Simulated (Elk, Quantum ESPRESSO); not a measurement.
# Code comparison for EuCoGe₃ (I4mm, 5 atoms in the cell)

Self-consistent single point, at a second geometry (lattice scaled by 0.98). First geometry:

```yaml
crystal:
  lattice:
    - [-2.14432, 2.14432, 4.92927]
    - [2.14432, -2.14432, 4.92927]
    - [2.14432, 2.14432, -4.92927]
  atoms:
    - { symbol: Eu, position: [0.99713, 0.99713, 0.00000], spin: 7.0 }
    - { symbol: Co, position: [0.65732, 0.65732, 0.00000] }
    - { symbol: Ge, position: [0.42741, 0.42741, 0.00000] }
    - { symbol: Ge, position: [0.75062, 0.25062, 0.50000] }
    - { symbol: Ge, position: [0.25062, 0.75062, 0.50000] }
```
(The spins are starting values, not results.)

Shared settings, as Quantum ESPRESSO writes them: occupations = smearing; smearing = gauss; degauss = 0.0099958 Ry; nspin = 2; K_POINTS = automatic 5 5 5 0 0 0. Potentials and cutoffs stand in the table.

```tsv
code	model	size of the net moment (μB/atom)	cutoff
Elk	PBEsol, all-electron FP-LAPW, Elk's shipped species files, APW+lo basis with extra local orbitals	1.31	rgkmax 7.5
Quantum ESPRESSO	PBEsol, SSSP 1.1.2 efficiency (PBE) pseudopotentials	1.30	50 Ry
```

On Elk's run: spin-orbit coupling is off. With one magnetic atom in the cell only a parallel order is possible. With U or open f shells several self-consistent states can exist. The f electrons are in the valence without U or exact exchange, which can misplace them near the Fermi level. Spin-orbit terms, which matter for f shells, are left out.

The spread over the programs that give each value: size of the net moment within 0.01 μB/atom.

Elk treats all electrons, but the usual bases taken here (sphere radii, linearisation, local orbitals, empty states) were not tested for convergence, so the values are no reference for the others.

The starting cell comes from a database of computed structures (which also holds hypothetical and non-ambient phases and stackings), without a prior relaxation at this level. For this run, on top of that: lattice scaled by 0.98.

Left out of this page: Ansatz and FLEUR (with a known weakness of the program).
